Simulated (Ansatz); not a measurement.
BN (P6_3mc) under biaxial stress in the c plane (compression positive): electron conductivity mass by r2SCAN, rigid bands (plane waves, PAW, scalar-relativistic; Ansatz, an electronic-structure program). The unloaded cell, whose axes the loads refer to:

```cif
data_B2N2
_chemical_formula_sum 'B2 N2'
_space_group_name_H-M_alt 'P63mc'
_space_group_IT_number 186
_space_group_name_Hall 'P 6c -2c'
_cell_length_a 2.54101
_cell_length_b 2.54101
_cell_length_c 4.20329
_cell_angle_alpha 90.000
_cell_angle_beta 90.000
_cell_angle_gamma 120.000
loop_
_atom_site_label
_atom_site_type_symbol
_atom_site_symmetry_multiplicity
_atom_site_Wyckoff_symbol
_atom_site_fract_x
_atom_site_fract_y
_atom_site_fract_z
_atom_site_occupancy
B1 B 2 b 0.33333 0.66667 0.00027 1
N1 N 2 b 0.33333 0.66667 0.37473 1
```

```csv
biaxial stress in the c plane (compression positive) (GPa),volume per atom (Å³),electron conductivity mass (mₑ)
-36,6.33,0.423
-27,6.20,0.418
-18,6.08,0.415
-9,5.97,0.412
0,5.88,0.409
9,5.79,0.406
18,5.71,0.403
27,5.63,?
```

Task: Fit a straight line to ln(electron conductivity mass) against the load over the rows given, and predict the row at 27 GPa.

Result: The means are x̄ = -9.000 GPa and ȳ = -0.8862; Σ(x − x̄)(y − ȳ) = -1.963 and Σ(x − x̄)² = 2268, so the slope is -0.0866 % per GPa, and the rows given lie within 0.24 % of the line. At 27 GPa the line gives 0.400 mₑ; the calculation gives 0.401 mₑ, 0.35 % from it.

Masses are for dilute carriers at 300 K, harmonic means over directions unless an axis is named. Spin-orbit coupling is left out. Stresses and pressures are the targets of the relaxation. The structure type is held at every load. Geometry: cell and atoms relaxed with PBEsol.
